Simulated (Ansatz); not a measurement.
Input:

```xyz
2
Lattice="0.0000 2.1720 2.1720 2.1720 0.0000 2.1720 2.1720 2.1720 0.0000" Properties=species:S:1:pos:R:3 pbc="T T T"
Ga     0.0000     0.0000     0.0000
N      1.0860     1.0860     1.0860
```

No spin polarisation.

Level of theory: Kohn–Sham DFT with the LDA functional, run in Ansatz (a first-principles code) with PAW and 420 eV plane waves, spin-orbit coupling left out. k-mesh 13×13×13 (Γ-centred); smearing 0.05 eV (Fermi–Dirac).

Problem. Predict the pressure, electron mass, band gap and hole mass.

Solution. 
- Pressure = 18.13 GPa
- Electron mass = 0.21 mₑ (at Γ)
- Band gap = 2.45 eV
- Hole mass (degenerate bands, along [100]) = 0.22, 0.81, 0.81 mₑ (at Γ)

The cells carry an imposed strain or load. Masses are band curvatures over ±0.01 Å⁻¹ around the edge. No phonon test of stability was made. The cell was made from GaN in the zinc blende structure (space group F-43m, No. 216) by this change: isotropic strain −2.50 %. This is not the structure that GaN has at room temperature and ambient pressure.
